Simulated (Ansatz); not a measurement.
Input and output of a relaxation of cell and atoms for MnBr2 (R-3m, 3 atoms in the cell) (Ansatz, a quantum-chemistry and plane-wave program).

Method of the run: LDA (PW92), PAW files made with PBE (plane waves; Ansatz).

```
CELL_PARAMETERS angstrom
      1.93725     1.11847     6.60320
     -1.93725     1.11847     6.60320
      0.00000    -2.23694     6.60320
ATOMIC_POSITIONS crystal
  Mn 0.00000 0.00000 0.00000
  Br 0.74261 0.74261 0.74261
  Br 0.25739 0.25739 0.25739
```
Moments meant for the start (each program seeds them in its own way; μB, in the order of the atoms Mn Br Br): 4.0 0.0 0.0.

Reference input (self-consistent single point, DFT, LDA (PW92), plane waves, PAW files made with PBE): basis.ecutwfc = 30.9 Ry; kpoints.mp_grid.grid = 5 5 5; hamiltonian.xc = lda; hamiltonian.pseudopotentials = {kind: paw} (the program's default PAW files); magnetization.spin_polarized = true; scf.occupations.method = fermi_dirac; scf.occupations.width = 0.0015 Ry. This run's input differs from it in these lines:

```diff
@@ -21,2 +21,4 @@
   occupations: { method: fermi_dirac, width: 0.0015 Ry }
+relax:
+  cell: {}
 output:
```

Log, with long lists cut:

```
   [... SCF lines of the steps left out ...]
relax step   1: F+E_penalty+E_count = -9230.47333164 eV  Δ(F+E_penalty+E_count) = +0.000e0 eV  max|allowed force component| = 3.932e-1 eV/Å  Δτ_max = 0.0000 Å  P = -3.543 GPa  Ω = 85.845 Å³  (15 SCF iters, dr2 threshold 1.00e-7 eV, accepted)
relax step   2: F+E_penalty+E_count = -9230.55407356 eV  Δ(F+E_penalty+E_count) = -8.074e-2 eV  max|allowed force component| = 3.108e-1 eV/Å  Δτ_max = 0.0155 Å  P = +1.014 GPa  Ω = 77.739 Å³  energy of the carried Pulay correction = +2.012e-3 eV  (8 [...]
   [... lines left out ...]
relax step   6: F+E_penalty+E_count = -9230.58144639 eV  Δ(F+E_penalty+E_count) = -1.293e-4 eV  max|allowed force component| = 3.019e-4 eV/Å  Δτ_max = 0.0068 Å  P = +0.013 GPa  Ω = 73.973 Å³  energy of the carried Pulay correction = +3.017e-3 eV  (6 [...]
relax step   7: F+E_penalty+E_count = -9230.57910882 eV  Δ(F+E_penalty+E_count) = +2.338e-3 eV  max|allowed force component| = 6.716e-4 eV/Å  Δτ_max = 0.0000 Å  P = -0.002 GPa  Ω = 73.973 Å³  stress off target by 2.69e-3 GPa  SCF on the basis [...]
basis re-selected at this cell: Δ(F+E_penalty+E_count) = +2.338e-3 eV, ΔP = -0.015 GPa vs the last step
the relaxation is at rest under the 12 symmetry operations that the run kept from its start: a minimum is not shown …
the relaxation's final electronic state is not compared with the one that a single-point calculation of its input finds at the relaxed geometry …
Magnetization: 5.0000 μB (17.0000 up, 12.0000 down)
   [... lines left out ...]
Absolute magnetization: 5.0001 μB (∫|ρ↑−ρ↓|, with the PAW one-centre terms)
Free energy (F): -9230.579109 eV
Fermi energy:    6.280367 eV
  cell:  # Å, volume = 73.9731 Å³
   [... lines left out ...]
    - [-1.8714554315880823, 1.0804852972037664, 6.0971151981953575]
    - [-2.4706142159432378e-33, -2.160970594407533, 6.0971151981953575]
  atoms:
    - { symbol: Mn, position: [3.5027919551098816e-19, 3.5027919551098835e-19, 3.5027919551098767e-19] }
    - { symbol: Br, position: [0.7478818476404513, 0.7478818476404513, 0.7478818476404513] }
    - { symbol: Br, position: [0.2521181523595488, 0.2521181523595488, 0.2521181523595488] }
```

The run converged. 

Summary of the result:
| Item | Result |
|---|---|
| Free energy E − TS (on the zero of these files) | -9230.5791 eV |
| Top of the valence band (on the code's own zero) | 5.89 eV |
| Gap on the k-point mesh | 0.78 eV |
| Pressure | 0.00 GPa |
| Size of the cell's spin moment | 5.00 μB |
| Final cell | a = b = c = 6.469 Å, α = β = γ = 33.63° |
| Final volume per atom | 24.66 Å³ |
| Relaxation steps | 7 |

The starting cell comes from a database of computed structures (which also holds hypothetical and non-ambient phases and stackings), without a prior relaxation at this level. With one magnetic atom in the cell only a parallel order is possible. The relaxation keeps the symmetry of its start, so its end need not be a minimum. Ansatz's pressure includes its estimate of the finite-basis (Pulay) stress.

Cost on one core of a shared machine: roughly 30 s.

Keys are those of Ansatz 0.2.
